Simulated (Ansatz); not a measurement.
Candidates (primitive cells; geometry: cell and atoms relaxed with PBEsol):
A. CdSe (F-43m), a = b = c = 4.300 Å, α = β = γ = 60.00°
B. GaAs (F-43m), a = 4.0013 Å, b = 4.0013 Å, c = 4.0013 Å, α = 60.00°, β = 60.00°, γ = 60.00°
C. CuCl (F-43m), a = b = c = 3.7406 Å, α = β = γ = 60.00°
D. GaP (F-43m), a = b = c = 3.846 Å, α = β = γ = 60.00°
E. AlAs (F-43m), a = 4.013 Å, b = 4.013 Å, c = 4.013 Å, α = 60.00°, β = 60.00°, γ = 60.00°

Problem. Order them by Seebeck coefficient, n-type 1e19 cm⁻³ (highest first) at the level Ansatz (an electronic-structure program) with PBEsol, rigid bands.

Solution. B (-33 μV/K), A (-47 μV/K), C (-126 μV/K), E (-263 μV/K), D (-332 μV/K)

Seebeck coefficients are for the stated density at 300 K, with one relaxation time for all states and whether or not that doping can be reached. Spin-orbit coupling is left out.
